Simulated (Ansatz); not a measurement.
The starting structures come from a database of crystals and need not be the phases stable at ambient conditions.

## Evanescent states of LaAsO$_{4}$ (I4_1/a, not sure to be the ambient phase, 12 atoms a cell, 13.3 Å³ an atom) along the normal of (100)

Level of theory: r2SCAN (plane waves, PAW; Ansatz, a quantum-chemistry and plane-wave program).

No gap correction and no spin-orbit coupling; mid-gap values are interpolated between computed energies.

Energies count from the valence-band top; κ is the least over a 6×4 mesh across the current.

```
E (eV)  κ (1/Å)  where
------  -------  -----
0.12      0.160      Γ
0.34      0.244      Γ
0.57      0.290      Γ
0.81      0.321      Γ
1.03      0.344      Γ
1.26          …      Γ
1.50          …      Γ
1.73          …      Γ
1.96          …      Γ
2.19          …      Γ
2.42          …      Γ
2.65          …      Γ
2.88          …      Γ
3.10          …      Γ
3.33          …      Γ
3.56          …      Γ
3.79      0.335      Γ
4.03      0.311      Γ
4.25      0.279      Γ
4.49      0.233      Γ
4.71      0.158      Γ
```

**Question.** Complete the blanks.

**Answer.** 
- 1.26, κ (1/Å): 0.361
- 1.50, κ (1/Å): 0.374
- 1.73, κ (1/Å): 0.383
- 1.96, κ (1/Å): 0.390
- 2.19, κ (1/Å): 0.393
- 2.42, κ (1/Å): 0.393
- 2.65, κ (1/Å): 0.391
- 2.88, κ (1/Å): 0.387
- 3.10, κ (1/Å): 0.379
- 3.33, κ (1/Å): 0.368
- 3.56, κ (1/Å): 0.354
